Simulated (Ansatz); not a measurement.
Ansatz (a quantum-chemistry and plane-wave program) run on a (111) slab of K2Pt (cut from a parent of space group no. 225; 6 atoms in the cell): self-consistent single point.

Computed with LDA (PW92), default PAW files made with PBE (plane waves; Ansatz).

The change in words: vacuum of 6 angstrom (first run: 14 Å). Reference geometry:
```yaml
crystal:
  lattice:
    - [5.33176, 0.00000, 0.00000]
    - [2.66588, 4.61744, 0.00000]
    - [0.00000, 0.00000, 20.53001]
  atoms:
    - { symbol: K, position: [0.66667, 0.66667, 0.44699] }
    - { symbol: K, position: [0.00000, 0.00000, 0.34096] }
    - { symbol: K, position: [0.00000, 0.00000, 0.65904] }
    - { symbol: K, position: [0.33333, 0.33333, 0.55301] }
    - { symbol: Pt, position: [0.33333, 0.33333, 0.39398] }
    - { symbol: Pt, position: [0.66667, 0.66667, 0.60603] }
```

Reference input (self-consistent single point, DFT, LDA (PW92), plane waves, default PAW files made with PBE): basis.ecutwfc = 30.9 Ry; kpoints.mp_grid.grid = 5 5 1; hamiltonian.xc = lda; hamiltonian.pseudopotentials = {kind: paw} (the program's default PAW files); scf.occupations.method = fermi_dirac; scf.occupations.width = 0.0037 Ry. This run's input differs from it in these lines:

Ansatz 0.2 input:
```diff
@@ -5,10 +5,10 @@
     - [2.665878, 4.617436, 0.000000]
-    - [0.000000, 0.000000, 20.530011]
+    - [0.000000, 0.000000, 12.530022]
   atoms:
-    - { symbol: K, position: [0.666667, 0.666667, 0.446985] }
-    - { symbol: K, position: [0.000000, 0.000000, 0.340964] }
-    - { symbol: K, position: [0.000000, 0.000000, 0.659036] }
-    - { symbol: K, position: [0.333333, 0.333333, 0.553010] }
-    - { symbol: Pt, position: [0.333333, 0.333333, 0.393975] }
-    - { symbol: Pt, position: [0.666667, 0.666667, 0.606025] }
+    - { symbol: K, position: [0.666667, 0.666667, 0.413137] }
+    - { symbol: K, position: [0.000000, 0.000000, 0.239425] }
+    - { symbol: K, position: [0.000000, 0.000000, 0.760575] }
+    - { symbol: K, position: [0.333333, 0.333333, 0.586855] }
+    - { symbol: Pt, position: [0.333333, 0.333333, 0.326282] }
+    - { symbol: Pt, position: [0.666667, 0.666667, 0.673718] }
 basis:
```

Log, with long lists cut:

```
SCF iter   1: F=—  HF=-30473.482203 eV  |F-HF|=—  |Δ(HF+E_count)|=         —  Δρ=4.01e-3  dr2=8.90e-2  ethr=1.77e-3  ⟨swp⟩=9.6  Hψ=972  notcnv=0
all-band conjugate gradients solve this SCF's bands
preconditioner: auto → Resta (q_TF=auto, 2.141 Å⁻¹)
SCF iter   2: F=—  HF=-30473.470115 eV  |F-HF|=—  |Δ(HF+E_count)|=   1.21e-2  Δρ=2.43e-3  dr2=2.11e-2  ethr=1.24e-4  ⟨swp⟩=2.0  Hψ=350  notcnv=0  defer=7
   [... lines left out ...]
SCF iter   6: F=—  HF=-30473.467898 eV  |F-HF|=—  |Δ(HF+E_count)|=   3.17e-4  Δρ=6.65e-5  dr2=5.02e-5  ethr=5.61e-7  ⟨swp⟩=2.0  Hψ=271  notcnv=0  defer=7
SCF iter   7: F=—  HF=-30473.468249 eV  |F-HF|=—  |Δ(HF+E_count)|=   3.51e-4  Δρ=2.15e-5  dr2=3.65e-6  ethr=6.97e-8  ⟨swp⟩=2.0  Hψ=337  notcnv=0  defer=7
SCF iter   8: F=—  HF=-30473.468261 eV  |F-HF|=—  |Δ(HF+E_count)|=   1.17e-5  Δρ=5.61e-6  dr2=2.30e-7  ethr=5.07e-9  ⟨swp⟩=2.2  Hψ=288  notcnv=0  defer=7
SCF iter   9: F=-30473.468261 eV  HF=-30473.468261 eV  |F-HF|=3.67e-8  |Δ(HF+E_count)|=   5.44e-7  Δρ=1.81e-6  dr2=2.04e-8  ethr=1.39e-10  ⟨swp⟩=10.8  Hψ=881  notcnv=0
SCF 1 converged in 9 iterations: F = -30473.468261 eV  dr2 = 2.04e-8
Free energy (F): -30473.468261 eV
Internal energy: -30473.468244 eV  (E = F + TS)
E sigma→0 (E₀):  -30473.468253 eV
Entropy (-TS):   -0.000017 eV (-0.003 meV/atom)
Fermi energy:    2.787840 eV
--- Forces (eV/Å), atoms counted from 1 ---
  atom   1  K     -0.00000000     0.00000000     0.06188809
  atom   2  K      0.00000000    -0.00000000     0.19266270
  atom   3  K      0.00000000     0.00000000    -0.19266270
  atom   4  K     -0.00000000    -0.00000000    -0.06188809
  atom   5  Pt     0.00000000     0.00000000     0.04096844
  atom   6  Pt    -0.00000000    -0.00000000    -0.04096844
--- Stress (GPa, compression-positive) ---
       -1.942324       0.000000       0.000000
        0.000000      -1.942324       0.000000
       -0.000000       0.000000      -0.790706
  P = ⅓ Tr σ = -1.5585 GPa (-15.585 kbar)
  The stress holds the Pulay correction. Without it, at fixed plane waves, as pw.x and ABINIT print it: P = -1.5630 GPa
```

The run converged in 9 iterations. Against the reference run the free energy stays essentially unchanged (within 1 meV/atom), the largest force hardly changes (0.190 to 0.193 eV/Å) and the gap on the mesh goes from 1.308 to 1.077 eV.

The starting cell comes from a database of computed structures (which also holds hypothetical and non-ambient phases and stackings), without a prior relaxation at this level. The slab is cut from that crystal, and its faces are unrelaxed. Its lattice was rescaled by up to half a per cent. Spin-orbit coupling is off.
